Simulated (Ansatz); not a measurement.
The starting structures come from a database of crystals and need not be the phases stable at ambient conditions.

Inside the gap of an insulator the Bloch states are evanescent, with a wavenumber k + iκ along the transport direction.

```
CELL_PARAMETERS angstrom
      5.21380     0.00000     0.00000
      0.00000     8.29622     0.05383
      0.00000     3.76827     4.15768
ATOMIC_POSITIONS crystal
  Tl 0.75000 0.74547 0.76388
  Tl 0.25000 0.25453 0.23612
  Tl 0.25000 0.74547 0.24518
  Tl 0.75000 0.25453 0.75482
  F  0.75000 0.14896 0.41907
  F  0.25000 0.85104 0.58093
  F  0.25000 0.14896 0.78301
  F  0.75000 0.85104 0.21699
```

Space group of this cell: Pbcm. The cell was relaxed by PBE-D3(BJ); by r2SCAN its mean pressure is -1.3 GPa.

Transport runs along the normal of the first two printed cell vectors.

The gap is the functional's own. No spin-orbit coupling. Mid-gap values are interpolated on the energy grid.

Problem. Estimate the band gap and the smallest decay constant κ at mid-gap that r2SCAN run with Ansatz (a quantum-chemistry and plane-wave program) returns for this system.

Solution. Gap 3.52 eV on a 6×8×8 mesh; κ = 0.332 1/Å, at (0.500, 0.250) of the in-plane reciprocal vectors. At the zone centre, at the nearest computed energy, the slowest state has κ = 0.39 1/Å.
